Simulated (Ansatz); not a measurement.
**CsCl-type FeAl**

The numbers are results of PBE0 (plane waves, PAW; Ansatz, a quantum-chemistry and plane-wave program), not measurements.

Numerical settings: plane-wave cutoff 460 eV, 10×10×10 k mesh, Fermi–Dirac smearing 0.05 eV, no spin polarisation, scalar-relativistic PAW data made under PBE.

Cell (relaxed at this level):

```
CELL_PARAMETERS angstrom
      2.83714     0.00000     0.00000
      0.00000     2.83714     0.00000
      0.00000     0.00000     2.83714
ATOMIC_POSITIONS crystal
  Al 0.50000 0.50000 0.50000
  Fe 0.00000 0.00000 0.00000
```

```json
{
  "bulk modulus B0": "200 GPa",
  "pressure derivative B′ of the bulk modulus": "4.1"
}
```

Measured, for comparison: bulk modulus 152 GPa (room temperature, no zero-point or thermal correction; as tabulated in Yamada et al. (2019), arXiv:1910.09660). Computed (rounded) less measured: bulk modulus +32 %.

Note: the run has no spin polarisation, so it can have missed a magnetic state.

The computed numbers hold no vibrational or temperature effects.

Computing time: very roughly 19 core-minutes.
